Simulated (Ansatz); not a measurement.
Start from GaSb in the zinc blende structure (space group F-43m, No. 216; a = 6.1115 Å). Axes: x, y, z lie along the cube axes.

Calculations: DFT with PBEsol, PAW potentials and a 420 eV plane-wave cutoff in Ansatz (a program for electronic structure), spin-orbit coupling left out.

Strains are applied to the cell and any free atomic positions relax; under biaxial strain the out-of-plane vector relaxes too.

One change was made to it. Results:

The pressure (mean of the normal stresses, compression positive) goes from zero to -1.5 GPa; the energy goes up by 8.6 meV/atom; the volume per atom grows by 0.894 Å³ (28.53 Å³ → 29.43 Å³).

Task: Name the change that was made.
A. biaxial strain +2.08 %, plane normal [111], relaxed out of plane
B. biaxial strain +0.42 %, plane normal [111], relaxed out of plane
C. biaxial strain +2.50 %, plane normal [111], relaxed out of plane

Result: A, biaxial strain +2.08 %, plane normal [111], relaxed out of plane. For comparison, the energy relative to the base in the other runs: biaxial strain +2.50 %, plane normal [111], relaxed out of plane gives +12 meV/atom; biaxial strain +0.42 %, plane normal [111], relaxed out of plane gives +0.4 meV/atom.

No phonon test of stability was made. The final runs are not spin-polarised. Gaps under 0.05 eV, about the width of the smearing, are given as zero.
